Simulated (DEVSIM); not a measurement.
Device: W/SiO2/p-GaSb capacitor, at 300 K.

```tsv
layer (left to right)	material	thickness (nm)	Na (cm⁻³)
1	SiO2	1.20	-
2	GaSb	900	4.4e17
```

Metal gate on the left, work function 4.6 eV. Fixed charge at the semiconductor interface -2.8e10 cm⁻² (in units of +e); no interface traps.

The device is made up for the run: typed textbook-type constants, with dimensions and the other settings drawn at random. Values at 300 K.

```csv
parameter,SiO2,GaSb
gap (eV),9,0.726
affinity (eV),0.9,4.06
permittivity,3.9,15.7
Nc (cm⁻³),-,2.1e17
Nv (cm⁻³),-,1.8e19
```

Model (solved in DEVSIM): 1D Poisson equation in equilibrium, Boltzmann statistics, complete ionisation; no quantum confinement or tunnelling. Metal contacts follow the ideal Schottky-Mott rule: no Fermi-level pinning, no interface dipoles.

**Question.** Give the band bending (positive: bands bend down) and minority sheet density.

**Answer.** 
| Vg (V) | ψs (V) | minority carriers (cm⁻²) |
|---|---|---|
| -0.3 | -0.088 | < 1e8 |
| -0.15 | -0.033 | < 1e8 |
| 0 | 0.059 | < 1e8 |
| 0.15 | 0.179 | < 1e8 |
| 0.3 | 0.308 | < 1e8 |
| 0.45 | 0.440 | < 1e8 |
| 0.6 | 0.575 | 2.9e9 |
